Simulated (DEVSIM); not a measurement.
Device: Schottky contact on n-type Si, at 300 K.

Layer 1 from the left is Si, thickness (μm) 4.30, Nd (cm⁻³) 3.6e15, τn (s) 8.4e-6, τp (s) 8.4e-6.

Left contact: Schottky, work function 4.94 eV, emission velocity 5.8e6 cm/s. Right contact: ohmic. Voltage is applied to the left contact. Recombination: SRH at mid-gap. Gap narrowing is on: ΔEg = 6.92 meV × (l + √(l² + 0.5)), l = ln(N/1.3e17 cm⁻³), shared equally by both band edges. Mobility is constant in doping.

This is a model device: material constants are rounded textbook-type values typed into the input, and sizes, dopings and lifetimes were drawn at random. Values at 300 K.

Si: gap (eV) 1.124, affinity (eV) 4.05, permittivity 11.7, Nc (cm⁻³) 2.86e19, Nv (cm⁻³) 3.1e19, μn (cm²/Vs) 1417, μp (cm²/Vs) 470.

Simulated with DEVSIM: 1D drift-diffusion, Boltzmann statistics, complete ionisation; no tunnelling, impact ionisation, image-force lowering or self-heating. Metal contacts follow the ideal Schottky-Mott rule: no Fermi-level pinning, no interface dipoles.

Dark forward current:

```csv
|V| (V),|J| (A/cm²)
0.05,1.546e-7
0.10,1.212e-6
0.15,8.460e-6
0.20,5.812e-5
0.25,0.0003979
0.30,0.002717
0.35,0.01849
0.40,0.1249
0.45,0.8272
0.50,5.041
0.55,23.11
0.60,66.28
0.65,132.4
0.70,216.0
0.75,314.5
0.80,426.1
0.85,549.9
0.90,684.6
0.95,829.5
1.00,983.5
1.05,1146
1.10,1315
1.15,1492
1.20,1674
1.25,1860
1.30,2051
```

**Question.** Work out the local ideality factor n = ΔV / (kT/q · ln(J2/J1)) between the rows 0.15 and 0.20 V, 1.25 and 1.30 V.

**Answer.** kT/q = 25.85 mV. From 0.15 to 0.20 V: ln(5.812e-5/8.460e-6) = 1.927, n = 1.00, near the 1 of diffusion or emission over a barrier. From 1.25 to 1.30 V: ln(2051/1860) = 0.098, n = 19.79.

**Question.** Estimate the current at 0.30 V for emission alone, J0 = q v N_band exp(−φB/kT), and read the barrier back from the simulated current.

**Answer.** φB = 0.890 eV, N_band = 2.86e19 cm⁻³, J0 = 2.96e-8 A/cm²; J = J0 (exp(qV/kT) − 1) = 0.00325 A/cm². The simulation gives 0.00272 A/cm²; the estimate lies 20 % above. Read backwards, the simulated current gives an apparent barrier of 0.895 eV. The estimate leaves out transport through the depletion region and minority injection.
